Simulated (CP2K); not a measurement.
A self-consistent single point of SnSe2 (P-3m1, 3 atoms in the cell) with CP2K.

Method: CP2K 2026.2 with PBE, GPW, TZVP-MOLOPT-SR-GTH basis, GTH-PBE potentials (GTH_POTENTIALS).

The change in words: lattice scaled by 0.98. Reference geometry:
```xyz
3
Lattice="3.8100 0.0000 0.0000 -1.9050 3.2996 0.0000 0.0000 0.0000 6.1400" Properties=species:S:1:pos:R:3 pbc="T T T"
Sn     0.0000     0.0000     0.0000
Se     0.0000     2.1997     1.5350
Se     1.9050     1.0999     4.6050
```

Reference input (self-consistent single point, DFT PBE, GPW, TZVP-MOLOPT-SR-GTH basis, GTH-PBE potentials (GTH_POTENTIALS)): CUTOFF = 400 Ry; REL_CUTOFF = 50 Ry; SMEAR/METHOD = FERMI_DIRAC; ELECTRONIC_TEMPERATURE = 580.23 K; KPOINTS/SCHEME = MONKHORST-PACK 7 7 4; GAMMA_CENTERED = T; XC_FUNCTIONAL = PBE; Sn/BASIS_SET = TZVP-MOLOPT-SR-GTH; Sn/POTENTIAL = GTH-PBE-q4; Se/BASIS_SET = TZVP-MOLOPT-SR-GTH; Se/POTENTIAL = GTH-PBE-q6; METHOD = GPW. This run's input differs from it in these lines:

```diff
@@ -63,5 +63,5 @@
     &CELL
-      A 3.81000000 0.00000000 0.00000000
-      B -1.90500000 3.29955700 0.00000000
-      C 0.00000000 0.00000000 6.14000000
+      A 3.73380000 0.00000000 0.00000000
+      B -1.86690000 3.23356600 0.00000000
+      C 0.00000000 0.00000000 6.01720000
       PERIODIC XYZ
@@ -70,4 +70,4 @@
       Sn       0.00000000     0.00000000     0.00000000
-      Se      -0.00000002     2.19970468     1.53500000
-      Se       1.90500002     1.09985232     4.60500000
+      Se      -0.00000002     2.15571068     1.50430000
+      Se       1.86690002     1.07785532     4.51290000
     &END COORD
```

The program printed (abridged):

```
 SCF WAVEFUNCTION OPTIMIZATION

  Step     Update method      Time    Convergence         Total energy    Change
     1 NoMix/Diag. 0.40E+00      -     3.33018831       -22.6136772753 -2.26E+01
     2 Broy./Diag. 0.40E+00      -     0.52006095       -22.2033642573  4.10E-01
     3 Broy./Diag. 0.40E+00      -     0.30951630       -22.3583975778 -1.55E-01
     4 Broy./Diag. 0.40E+00      -     0.02230649       -22.3816773160 -2.33E-02
     5 Broy./Diag. 0.40E+00      -     0.01496076       -22.3720941056  9.58E-03
     6 Broy./Diag. 0.40E+00      -     0.00439870       -22.3675799517  4.51E-03
   [... 4 lines left out ...]
    11 Broy./Diag. 0.40E+00      -     0.00000217       -22.3675037370 -4.30E-07
    12 Broy./Diag. 0.40E+00      -     0.00000022       -22.3675036453  9.17E-08
    13 Broy./Diag. 0.40E+00      -     0.00000022       -22.3675035910  5.43E-08
    14 Broy./Diag. 0.40E+00      -     9.8127E-09       -22.3675035832  7.74E-09
  *** SCF run converged in    14 steps ***

  Overlap energy of the core charge distribution:               0.00000000995445
  Self energy of the core charge distribution:                -47.28550520351638
  Core Hamiltonian energy:                                     10.82172573912878
  Hartree energy:                                              19.37847830881679
  Exchange-correlation energy:                                 -5.28220161103121
  Electronic entropic energy:                                  -0.00000082656843
  Fermi energy:                                                 0.17466831392419

  Total energy:                                               -22.36750358321601
  Total energy (extrapolated to T->0):                        -22.36750316993179

                     Mulliken Population Analysis

   [... lines left out ...]

 STRESS| Analytical stress tensor [bar]
 STRESS|                        x                   y                   z
 STRESS|      x        1.22437004276E+05  -7.68525526059E-01   2.92789167190E-02
 STRESS|      y       -7.68525526059E-01   1.22436074252E+05  -3.06059321771E-02
 STRESS|      z        2.92789167190E-02  -3.06059321771E-02   1.28197930802E+05
 STRESS| 1/3 Trace                                             1.24357003110E+05
```

The run converged in 14 iterations. Against the reference run the free energy rises by 88.8 meV/atom, the pressure goes from 6.66 to 12.44 GPa, the largest force goes from 0.945 to 1.616 eV/Å and the gap on the mesh goes from 0.753 to 0.780 eV.

The starting cell has typed, rounded lattice constants, without a prior relaxation at this level. For this run, on top of that: lattice scaled by 0.98. Values carry the incompleteness of an atom-centred basis. With a pressure of about 12 GPa the cell is away from its equilibrium volume at this level. Forces in this geometry exceed 1 eV/Å.
